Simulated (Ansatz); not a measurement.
# Bulk modulus B0 of ZrTa (model structure, Pmma, No. 51, 4 atoms in the cell) at several levels of theory

No measured value is used here.

```tsv
level (code)	value (GPa)	cell (Å³/atom)
LDA (Ansatz)	135	19.31
PBE (Ansatz)	119	20.71
PBEsol (Ansatz)	128	19.89
r²SCAN (Ansatz)	123	20.66
```

Density-functional levels without +SOC have no spin–orbit coupling. LDA, PBE, PBEsol, r²SCAN: the bulk modulus is −V dP/dV from two relaxed cells at ±2 % in volume. Each level is taken at its own relaxed cell. Cutoffs differ between the levels. Ansatz's density-functional and Hartree–Fock values are scalar-relativistic unless marked +SOC, with PAW data made under PBE.

A model structure was made by putting elements into a prototype or built by hand; it is no filed structure, need not be a known phase, and can be a saddle point held by its symmetry.

Ansatz is a first-principles code.
